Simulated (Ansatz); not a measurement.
Base system: Rh in the fcc (Cu type) structure (space group Fm-3m, No. 225; a = 3.832 Å; relaxed with 0.1 eV smearing).

Method: PBE (Ansatz, a program for electronic structure), without spin-orbit coupling.

Strains are applied to the cell and any free atomic positions relax.

One change was made to it. Results:

| quantity | base | after |
|---|---|---|
| pressure | 0.0 GPa | 18.1 GPa |
| energy relative to the base (free energy F) | 0 meV/atom | +44 meV/atom |

Problem. Which of these changes matches the shifts?
(A) isotropic strain −0.50 %
(B) isotropic strain −1.00 %
(C) isotropic strain −2.00 %

Solution. C, isotropic strain −2.00 %. For comparison, the energy relative to the base in the other runs: isotropic strain −0.50 % gives +2.6 meV/atom; isotropic strain −1.00 % gives +10 meV/atom.

Whether these cells are dynamically stable was not tested. The final runs are not spin-polarised.
